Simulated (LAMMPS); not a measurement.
Consider Cu (fcc), 256 atoms, at 1630 K and 0 GPa, heated as the crystal in molecular dynamics.

Model: classical MD, pair style bop, file AlCu.bop.table (LAMMPS).

```csv
frequency (THz),vibrational (phonon) density of states (1/THz)
0.06000,0.0878
0.3000,0.0887
0.5410,0.0930
0.7810,0.0969
1.021,0.0983
1.262,0.1009
1.502,0.1040
1.742,0.1083
1.982,0.1154
2.223,0.1206
2.463,0.1206
2.703,0.1194
2.943,0.1222
3.184,0.1246
3.424,0.1236
3.664,0.1260
3.904,0.1284
4.145,0.1255
4.385,0.1212
4.625,0.1169
4.866,0.1147
5.106,0.1141
5.346,0.1135
5.587,0.1154
5.827,0.1173
6.067,0.1176
6.307,0.1177
6.548,0.1176
6.788,0.1189
7.028,0.1211
7.268,0.1215
7.509,0.1186
7.749,0.1125
7.989,0.1014
8.229,0.0834
8.470,0.0625
8.710,0.0442
8.950,0.0310
9.191,0.0221
9.431,0.0162
9.671,0.0122
9.912,0.0090
10.15,0.0066
10.39,0.0054
10.63,0.0047
10.87,0.0038
11.11,0.0031
11.35,0.0026
11.59,0.0021
11.83,0.0017
```

Main features:
- state found: liquid
- mean frequency of the vibrational (phonon) density of states: 4.5 THz

Caution: enthalpy drifts during the constant-pressure average: a transition or slow ageing; fluctuation values are void. Caution: a run this short can hold a crystal over, or a liquid under, the potential's own melting point, which these runs don't give.
